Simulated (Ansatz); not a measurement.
BeS (model structure, started from the BeO type, P4₂/mnm, No. 136, 8 atoms in the cell) was calculated with r²SCAN+rVV10 in Ansatz (plane waves, PAW).

Settings: plane-wave cutoff 560 eV, 6×6×10 k mesh (along the axes of the cell as run), Fermi–Dirac smearing 0.01 eV, scalar-relativistic PAW data made under PBE.

Computed at the level's own relaxed cell.

```xyz
8
Lattice="5.8904 0.0000 0.0000 0.0000 5.8904 0.0000 0.0000 0.0000 3.4561" Properties=species:S:1:pos:R:3 pbc="T T T"
Be     1.9510     3.9394     0.0000
Be     3.9394     1.9510     0.0000
Be     4.8962     4.8962     1.7280
Be     0.9942     0.9942     1.7280
S      1.8160     1.8160     0.0000
S      4.0744     4.0744     0.0000
S      1.1292     4.7612     1.7280
S      4.7612     1.1292     1.7280
```

Q: List the 21 lowest band energies at Γ above −25 eV (eV, relative to the valence band maximum), grouping those that round alike.

A: At Γ: -14.24, -12.61 (×2), -12.30, -6.09, -4.96, -4.12 (×2), -3.11, -2.82, -1.32 (×2), -0.24, -0.13, -0.04 (×2), 4.47, 5.15, 6.00, 6.18 (×2).

Note: the relaxation could raise the start's symmetry but not lower it, so the cell can be a saddle point.

A model structure was made by putting elements into a prototype or built by hand; it is no filed structure, need not be a known phase, and can be a saddle point held by its symmetry.

Ansatz is an electronic-structure program.
